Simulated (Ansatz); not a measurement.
Base system: HfO2 in the CdI2 type structure (space group P-3m1, No. 164; a = 3.2399 Å, c = 4.6631 Å; a hypothetical phase, not in the database extracts checked; layered, stacked along the Cartesian z axis).

All numbers come from Ansatz (an electronic-structure program), PBE-D3(BJ), PAW, cutoff 420 eV, without spin-orbit coupling, earlier PAW set.

For the base:

```
Item                  Result
-------------------  -------
Band gap             4.48 eV
Smallest direct gap  4.87 eV
```

The change: a free-standing slab of 2 layers (6 atoms, 3 a layer) is cut normal to the stacking axis, with 15 Å of vacuum and the in-plane cell relaxed.

Task: How does this affect the band gap, gap character, excess energy per area of both faces, smallest direct gap and thickness between the outermost nuclei?

Result: The band gap goes up by 0.20 eV to 4.68 eV; the gap character amounts to indirect, K–Γ (59 % along) → M; the excess energy per area of both faces (slab less bulk energy over the cell's area: twice a surface energy) amounts to 0.36 J/m²; the smallest direct gap rises by 0.04 eV, from 4.87 eV to 4.91 eV; the thickness between the outermost nuclei comes out as 6.65 Å.

The excess energy carries the mismatch between the slab's and the bulk's meshes. Spin-orbit coupling, missing from the scalar runs, can matter with Hf. No phonon test of stability was made.
